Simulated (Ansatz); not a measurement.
## Response to strain in InSb

Take InSb in the zinc blende structure (space group F-43m, No. 216; a = 6.519 Å) as the base.

Strains are applied to the cell and any free atomic positions relax.

Computed with PBEsol (Ansatz, an electronic-structure program; PAW; 420 eV plane waves; scalar-relativistic without spin-orbit coupling).

```json
[
 {"isotropic strain (%)": "-3", "pressure (GPa)": "4.9"},
 {"isotropic strain (%)": "-2", "pressure (GPa)": "3.0"},
 {"isotropic strain (%)": "-1.5", "pressure (GPa)": "2.2"},
 {"isotropic strain (%)": "0", "pressure (GPa)": "0.0"},
 {"isotropic strain (%)": "0.5", "pressure (GPa)": "?"},
 {"isotropic strain (%)": "1.5", "pressure (GPa)": "-1.7"},
 {"isotropic strain (%)": "2", "pressure (GPa)": "-2.2"},
 {"isotropic strain (%)": "2.5", "pressure (GPa)": "-2.6"},
 {"isotropic strain (%)": "3", "pressure (GPa)": "-3.1"}
]
```

Task: Fit P = P₀ − Bδ + Cδ² with δ = (1 + ε)³ − 1 to the rows shown and predict the withheld row.

Result: Least squares on the printed values gives P₀ = 0.0 GPa, B = 44.3 GPa, C = 125 GPa (largest residual 0.1 GPa); this predicts -0.6 GPa, and the run gives -0.6 GPa, in agreement.

Whether these cells are dynamically stable was not tested. The final runs are not spin-polarised.
